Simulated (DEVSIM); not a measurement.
Device: abrupt Si p-n junction, at 300 K.

| layer (left to right) | material | thickness (μm) | Nd (cm⁻³) | Na (cm⁻³) | τn (s) | τp (s) |
|---|---|---|---|---|---|---|
| 1 | Si | 0.260 | - | 3.1e18 | 0.00077 | 0.00077 |
| 2 | Si | 0.990 | 3.7e15 | - | 0.00077 | 0.00077 |

Left contact: ohmic. Right contact: ohmic. Voltage is applied to the left contact. Recombination: SRH at mid-gap, radiative. Mobility is μmin + (μ − μmin)/(1 + (N/Nref)^α).

This is a model device: material constants are rounded textbook-type values typed into the input, and sizes, dopings and lifetimes were drawn at random. Values at 300 K.

| parameter | Si |
|---|---|
| gap (eV) | 1.124 |
| affinity (eV) | 4.05 |
| permittivity | 11.7 |
| Nc (cm⁻³) | 2.86e19 |
| Nv (cm⁻³) | 3.1e19 |
| μn (cm²/Vs) | 1417 |
| μp (cm²/Vs) | 470 |
| μn,min | 52 |
| μp,min | 45 |
| Nref,n | 9.7e16 |
| Nref,p | 2.2e17 |
| αn | 0.68 |
| αp | 0.72 |
| B (cm³/s) | 4.7e-15 |

Simulated with DEVSIM: 1D drift-diffusion, Boltzmann statistics, complete ionisation; no tunnelling, impact ionisation, image-force lowering or self-heating.

### Question
Tabulate band edges, carrier densities and field at zero bias.

### Answer
Energies count from the Fermi level of the right contact; mesh points crowd at the junctions.

```json
[
 {"x (μm)": "0.000", "Ec (eV)": "1.065", "Ev (eV)": "-0.060", "n (cm⁻³)": "< 1e2", "p (cm⁻³)": "3.1e18", "field (V/cm)": "≈ 0"},
 {"x (μm)": "0.01305", "Ec (eV)": "1.065", "Ev (eV)": "-0.060", "n (cm⁻³)": "< 1e2", "p (cm⁻³)": "3.1e18", "field (V/cm)": "≈ 0"},
 {"x (μm)": "0.03183", "Ec (eV)": "1.065", "Ev (eV)": "-0.060", "n (cm⁻³)": "< 1e2", "p (cm⁻³)": "3.1e18", "field (V/cm)": "≈ 0"},
 {"x (μm)": "0.06185", "Ec (eV)": "1.065", "Ev (eV)": "-0.060", "n (cm⁻³)": "< 1e2", "p (cm⁻³)": "3.1e18", "field (V/cm)": "≈ 0"},
 {"x (μm)": "0.1207", "Ec (eV)": "1.065", "Ev (eV)": "-0.060", "n (cm⁻³)": "< 1e2", "p (cm⁻³)": "3.1e18", "field (V/cm)": "≈ 0"},
 {"x (μm)": "0.1711", "Ec (eV)": "1.065", "Ev (eV)": "-0.060", "n (cm⁻³)": "< 1e2", "p (cm⁻³)": "3.1e18", "field (V/cm)": "≈ 0"},
 {"x (μm)": "0.2073", "Ec (eV)": "1.065", "Ev (eV)": "-0.060", "n (cm⁻³)": "< 1e2", "p (cm⁻³)": "3.1e18", "field (V/cm)": "≈ 0"},
 {"x (μm)": "0.2396", "Ec (eV)": "1.065", "Ev (eV)": "-0.060", "n (cm⁻³)": "< 1e2", "p (cm⁻³)": "3.1e18", "field (V/cm)": "-28"},
 {"x (μm)": "0.2549", "Ec (eV)": "1.060", "Ev (eV)": "-0.064", "n (cm⁻³)": "< 1e2", "p (cm⁻³)": "2.7e18", "field (V/cm)": "-17000"},
 {"x (μm)": "0.2666", "Ec (eV)": "0.991", "Ev (eV)": "-0.133", "n (cm⁻³)": "640", "p (cm⁻³)": "1.8e17", "field (V/cm)": "-48000"},
 {"x (μm)": "0.2855", "Ec (eV)": "0.924", "Ev (eV)": "-0.200", "n (cm⁻³)": "8400", "p (cm⁻³)": "1.4e16", "field (V/cm)": "-30000"},
 {"x (μm)": "0.3257", "Ec (eV)": "0.817", "Ev (eV)": "-0.307", "n (cm⁻³)": "550000", "p (cm⁻³)": "2.1e14", "field (V/cm)": "-25000"},
 {"x (μm)": "0.3741", "Ec (eV)": "0.701", "Ev (eV)": "-0.423", "n (cm⁻³)": "4.8e7", "p (cm⁻³)": "2.4e12", "field (V/cm)": "-23000"},
 {"x (μm)": "0.4483", "Ec (eV)": "0.549", "Ev (eV)": "-0.575", "n (cm⁻³)": "1.7e10", "p (cm⁻³)": "6.9e9", "field (V/cm)": "-18000"},
 {"x (μm)": "0.6169", "Ec (eV)": "0.322", "Ev (eV)": "-0.802", "n (cm⁻³)": "1.1e14", "p (cm⁻³)": "1100000", "field (V/cm)": "-8700"},
 {"x (μm)": "0.8122", "Ec (eV)": "0.240", "Ev (eV)": "-0.884", "n (cm⁻³)": "2.7e15", "p (cm⁻³)": "43000", "field (V/cm)": "-1200"},
 {"x (μm)": "0.9730", "Ec (eV)": "0.232", "Ev (eV)": "-0.892", "n (cm⁻³)": "3.6e15", "p (cm⁻³)": "32000", "field (V/cm)": "-120"},
 {"x (μm)": "1.086", "Ec (eV)": "0.232", "Ev (eV)": "-0.892", "n (cm⁻³)": "3.7e15", "p (cm⁻³)": "32000", "field (V/cm)": "-23"},
 {"x (μm)": "1.169", "Ec (eV)": "0.231", "Ev (eV)": "-0.893", "n (cm⁻³)": "3.7e15", "p (cm⁻³)": "31000", "field (V/cm)": "≈ 0"},
 {"x (μm)": "1.206", "Ec (eV)": "0.231", "Ev (eV)": "-0.893", "n (cm⁻³)": "3.7e15", "p (cm⁻³)": "31000", "field (V/cm)": "≈ 0"},
 {"x (μm)": "1.230", "Ec (eV)": "0.231", "Ev (eV)": "-0.893", "n (cm⁻³)": "3.7e15", "p (cm⁻³)": "31000", "field (V/cm)": "≈ 0"},
 {"x (μm)": "1.250", "Ec (eV)": "0.231", "Ev (eV)": "-0.893", "n (cm⁻³)": "3.7e15", "p (cm⁻³)": "31000", "field (V/cm)": "≈ 0"}
]
```
